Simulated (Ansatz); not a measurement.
Base system: Sc in the hcp (Mg type) structure (space group P6_3/mmc, No. 194; a = 3.319 Å, c = 5.166 Å).

The values are results of Ansatz (an electronic-structure program) PBE, no SOC, not measurements.

For the base:

* **Shortest interatomic distance**: 3.216 Å
* **c/a ratio**: 1.556

Now apply this change: cell and atoms relaxed at a pressure of 2.1 GPa.

Q: Estimate the effect on the shortest interatomic distance and c/a ratio.

A: The shortest interatomic distance shrinks by 0.040 Å (3.216 Å → 3.176 Å); the c/a ratio decreases by 0.002, from 1.556 to 1.554.

Load acts through the strain it causes; cell and atoms are relaxed under it. Whether these cells are dynamically stable was not tested. All final runs are without spin polarisation.
